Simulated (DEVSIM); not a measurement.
Structure: Ni/SiO2/p-Ge capacitor, at 300 K.

| layer (left to right) | material | thickness (nm) | Na (cm⁻³) |
|---|---|---|---|
| 1 | SiO2 | 6.20 | - |
| 2 | Ge | 5000 | 1.4e16 |

Metal gate on the left, work function 5.1 eV. Fixed charge at the semiconductor interface 1.1e12 cm⁻² (in units of +e); interface traps 1e11 cm⁻² eV⁻¹, uniform in energy, neutral level at 0.5 of the gap above the valence band.

Constants are typed, rounded textbook-type inputs, not results; the design itself was drawn at random and stands for no fabricated device. Values at 300 K.

| parameter | SiO2 | Ge |
|---|---|---|
| gap (eV) | 9 | 0.664 |
| affinity (eV) | 0.9 | 4 |
| permittivity | 3.9 | 16 |
| Nc (cm⁻³) | - | 1.04e19 |
| Nv (cm⁻³) | - | 6e18 |

DEVSIM, 1D Poisson equation in equilibrium, Boltzmann statistics, complete ionisation; no quantum confinement or tunnelling. Metal contacts follow the ideal Schottky-Mott rule: no Fermi-level pinning, no interface dipoles.

Problem. Tabulate band edges, carrier densities and field at 0.6 V on the gate.

Solution. Energies count from the Fermi level of the right contact; mesh points crowd at the junctions.

| x (μm) | Ec (eV) | Ev (eV) | n (cm⁻³) | p (cm⁻³) | field (V/cm) |
|---|---|---|---|---|---|
| 0.000 | 3.600 | -5.400 | < 1e2 | < 1e2 | -400000 |
| 0.001234 | 3.551 | -5.449 | < 1e2 | < 1e2 | -400000 |
| 0.003203 | 3.473 | -5.527 | < 1e2 | < 1e2 | -400000 |
| 0.005070 | 3.399 | -5.601 | < 1e2 | < 1e2 | -400000 |
| 0.006614 | 0.256 | -0.408 | 5.3e14 | 8.2e11 | 27000 |
| 0.008590 | 0.261 | -0.403 | 4.3e14 | 1.0e12 | 26000 |
| 0.01305 | 0.272 | -0.392 | 2.8e14 | 1.6e12 | 26000 |
| 0.02872 | 0.311 | -0.353 | 6.2e13 | 7.0e12 | 23000 |
| 0.05667 | 0.370 | -0.294 | 6.4e12 | 6.8e13 | 19000 |
| 0.1215 | 0.459 | -0.205 | 2.0e11 | 2.2e15 | 9100 |
| 0.2676 | 0.506 | -0.158 | 3.3e10 | 1.3e16 | 430 |
| 0.7816 | 0.507 | -0.157 | 3.1e10 | 1.4e16 | ≈ 0 |
| 1.756 | 0.507 | -0.157 | 3.1e10 | 1.4e16 | ≈ 0 |
| 3.397 | 0.507 | -0.157 | 3.1e10 | 1.4e16 | ≈ 0 |
| 4.444 | 0.507 | -0.157 | 3.1e10 | 1.4e16 | ≈ 0 |
| 4.758 | 0.507 | -0.157 | 3.1e10 | 1.4e16 | ≈ 0 |
| 4.897 | 0.507 | -0.157 | 3.1e10 | 1.4e16 | ≈ 0 |
| 4.958 | 0.507 | -0.157 | 3.1e10 | 1.4e16 | ≈ 0 |
| 4.991 | 0.507 | -0.157 | 3.1e10 | 1.4e16 | ≈ 0 |
| 5.000 | 0.507 | -0.157 | 3.1e10 | 1.4e16 | ≈ 0 |
| 5.004 | 0.507 | -0.157 | 3.1e10 | 1.4e16 | ≈ 0 |
| 5.006 | 0.507 | -0.157 | 3.1e10 | 1.4e16 | ≈ 0 |
